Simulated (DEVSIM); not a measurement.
Device: Schottky contact on n-type GaN, at 300 K.

| layer (left to right) | material | thickness (μm) | Nd (cm⁻³) | τn (s) | τp (s) |
|---|---|---|---|---|---|
| 1 | GaN | 10.0 | 1.2e17 | 2e-9 | 2e-9 |
| 2 | GaN | 9.40 | 1.1e18 | 2e-9 | 2e-9 |

Left contact: Schottky, work function 5.48 eV, emission velocity 9.3e6 cm/s. Right contact: ohmic. Voltage is applied to the left contact. Recombination: SRH at mid-gap, radiative. Mobility is μmin + (μ − μmin)/(1 + (N/Nref)^α).

The device is made up for the run: typed textbook-type constants, with dimensions and the other settings drawn at random. Values at 300 K.

| parameter | GaN |
|---|---|
| gap (eV) | 3.43 |
| affinity (eV) | 4.1 |
| permittivity | 9.5 |
| Nc (cm⁻³) | 2.3e18 |
| Nv (cm⁻³) | 4.6e19 |
| μn (cm²/Vs) | 1200 |
| μp (cm²/Vs) | 100 |
| μn,min | 55 |
| μp,min | 3 |
| Nref,n | 2e17 |
| Nref,p | 3e17 |
| αn | 1 |
| αp | 2 |
| B (cm³/s) | 1e-11 |

Simulated with DEVSIM: 1D drift-diffusion, Boltzmann statistics, complete ionisation; no tunnelling, impact ionisation, image-force lowering or self-heating. Metal contacts follow the ideal Schottky-Mott rule: no Fermi-level pinning, no interface dipoles.

Problem. Tabulate band edges, carrier densities and field at -20.0 V on the left contact.

Solution. Energies count from the Fermi level of the right contact; mesh points crowd at the junctions.

```json
[
 {"x (μm)": "0.000", "Ec (eV)": "21.380", "Ev (eV)": "17.950", "n (cm⁻³)": "< 1e2", "p (cm⁻³)": "< 1e2", "field (V/cm)": "-990000"},
 {"x (μm)": "0.03728", "Ec (eV)": "17.862", "Ev (eV)": "14.432", "n (cm⁻³)": "< 1e2", "p (cm⁻³)": "< 1e2", "field (V/cm)": "-900000"},
 {"x (μm)": "0.1322", "Ec (eV)": "10.341", "Ev (eV)": "6.910", "n (cm⁻³)": "< 1e2", "p (cm⁻³)": "< 1e2", "field (V/cm)": "-680000"},
 {"x (μm)": "0.3579", "Ec (eV)": "0.719", "Ev (eV)": "-2.711", "n (cm⁻³)": "1900000", "p (cm⁻³)": "< 1e2", "field (V/cm)": "-170000"},
 {"x (μm)": "1.321", "Ec (eV)": "0.076", "Ev (eV)": "-3.354", "n (cm⁻³)": "1.2e17", "p (cm⁻³)": "< 1e2", "field (V/cm)": "≈ 0"},
 {"x (μm)": "3.401", "Ec (eV)": "0.076", "Ev (eV)": "-3.354", "n (cm⁻³)": "1.2e17", "p (cm⁻³)": "< 1e2", "field (V/cm)": "≈ 0"},
 {"x (μm)": "6.938", "Ec (eV)": "0.076", "Ev (eV)": "-3.354", "n (cm⁻³)": "1.2e17", "p (cm⁻³)": "< 1e2", "field (V/cm)": "≈ 0"},
 {"x (μm)": "9.148", "Ec (eV)": "0.076", "Ev (eV)": "-3.354", "n (cm⁻³)": "1.2e17", "p (cm⁻³)": "< 1e2", "field (V/cm)": "≈ 0"},
 {"x (μm)": "9.666", "Ec (eV)": "0.076", "Ev (eV)": "-3.354", "n (cm⁻³)": "1.2e17", "p (cm⁻³)": "< 1e2", "field (V/cm)": "≈ 0"},
 {"x (μm)": "9.883", "Ec (eV)": "0.076", "Ev (eV)": "-3.354", "n (cm⁻³)": "1.2e17", "p (cm⁻³)": "< 1e2", "field (V/cm)": "≈ 0"},
 {"x (μm)": "9.969", "Ec (eV)": "0.075", "Ev (eV)": "-3.355", "n (cm⁻³)": "1.3e17", "p (cm⁻³)": "< 1e2", "field (V/cm)": "-1600"},
 {"x (μm)": "10.01", "Ec (eV)": "0.020", "Ev (eV)": "-3.410", "n (cm⁻³)": "1.1e18", "p (cm⁻³)": "< 1e2", "field (V/cm)": "-2800"},
 {"x (μm)": "10.06", "Ec (eV)": "0.019", "Ev (eV)": "-3.411", "n (cm⁻³)": "1.1e18", "p (cm⁻³)": "< 1e2", "field (V/cm)": "≈ 0"},
 {"x (μm)": "10.20", "Ec (eV)": "0.019", "Ev (eV)": "-3.411", "n (cm⁻³)": "1.1e18", "p (cm⁻³)": "< 1e2", "field (V/cm)": "≈ 0"},
 {"x (μm)": "10.74", "Ec (eV)": "0.019", "Ev (eV)": "-3.411", "n (cm⁻³)": "1.1e18", "p (cm⁻³)": "< 1e2", "field (V/cm)": "≈ 0"},
 {"x (μm)": "11.91", "Ec (eV)": "0.019", "Ev (eV)": "-3.411", "n (cm⁻³)": "1.1e18", "p (cm⁻³)": "< 1e2", "field (V/cm)": "≈ 0"},
 {"x (μm)": "14.89", "Ec (eV)": "0.019", "Ev (eV)": "-3.411", "n (cm⁻³)": "1.1e18", "p (cm⁻³)": "< 1e2", "field (V/cm)": "≈ 0"},
 {"x (μm)": "17.64", "Ec (eV)": "0.019", "Ev (eV)": "-3.411", "n (cm⁻³)": "1.1e18", "p (cm⁻³)": "< 1e2", "field (V/cm)": "≈ 0"},
 {"x (μm)": "18.90", "Ec (eV)": "0.019", "Ev (eV)": "-3.411", "n (cm⁻³)": "1.1e18", "p (cm⁻³)": "< 1e2", "field (V/cm)": "≈ 0"},
 {"x (μm)": "19.22", "Ec (eV)": "0.019", "Ev (eV)": "-3.411", "n (cm⁻³)": "1.1e18", "p (cm⁻³)": "< 1e2", "field (V/cm)": "≈ 0"},
 {"x (μm)": "19.34", "Ec (eV)": "0.019", "Ev (eV)": "-3.411", "n (cm⁻³)": "1.1e18", "p (cm⁻³)": "< 1e2", "field (V/cm)": "≈ 0"},
 {"x (μm)": "19.40", "Ec (eV)": "0.019", "Ev (eV)": "-3.411", "n (cm⁻³)": "1.1e18", "p (cm⁻³)": "< 1e2", "field (V/cm)": "≈ 0"}
]
```
